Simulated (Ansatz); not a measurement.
**A computed series for PbTe: pressure series**

The parent structure is PbTe in the rock salt structure (space group Fm-3m, No. 225; a = 6.5353 Å).

Cell and atoms are relaxed at each pressure.

Calculations: r2SCAN in Ansatz (plane waves to 500 eV, PAW, spin-orbit coupling left out), earlier PAW set.

Notes on the quantities. enthalpy: H = E + PV relative to the base's energy.

| variant | density | enthalpy | hole mass |
|---|---|---|---|
| base | 7.97 g/cm³ | – | 0.57 mₑ along k, 0.088 mₑ across (at L) |
| pressure −2 GPa | 7.55 g/cm³ | -0.45 eV/atom | 0.65 mₑ along k, 0.11 mₑ across (at L) |
| pressure −1 GPa | 7.77 g/cm³ | -0.22 eV/atom | 0.61 mₑ along k, 0.096 mₑ across (at L) |
| pressure 0.3 GPa | 8.02 g/cm³ | +0.07 eV/atom | 0.56 mₑ along k, 0.086 mₑ across (at L) |
| pressure 0.7 GPa | 8.09 g/cm³ | +0.15 eV/atom | 0.55 mₑ along k, 0.083 mₑ across (at L) |
| pressure 1.5 GPa | ? | +0.32 eV/atom | ? |
| pressure 3 GPa | 8.48 g/cm³ | +0.63 eV/atom | 0.49 mₑ along k, 0.069 mₑ across (at L) |
| pressure 5 GPa | 8.77 g/cm³ | +1.04 eV/atom | 0.44 mₑ along k, 0.060 mₑ across (at L) |
| pressure 7.5 GPa | 9.10 g/cm³ | +1.52 eV/atom | 0.40 mₑ along k, 0.050 mₑ across (at L) |
| pressure 10 GPa | 9.39 g/cm³ | +1.99 eV/atom | 0.35 mₑ along k, 0.042 mₑ across (at L) |

### Question
Fill in the withheld entries from the trend.

### Answer

- pressure 1.5 GPa, density: 8.23 g/cm³
- pressure 1.5 GPa, hole mass: 0.53 mₑ along k, 0.078 mₑ across (at L)

With Pb and Te present, leaving out spin-orbit coupling can change the band edges. The levels and masses belong to the bands next to the band gap. Load acts through the strain it causes; cell and atoms are relaxed under it. Masses are band curvatures over ±0.01 Å⁻¹ around the edge. Along k means along the line from Γ to the band edge. No phonon test of stability was made. Competing high-pressure phases were not computed.

Ansatz is an electronic-structure program.
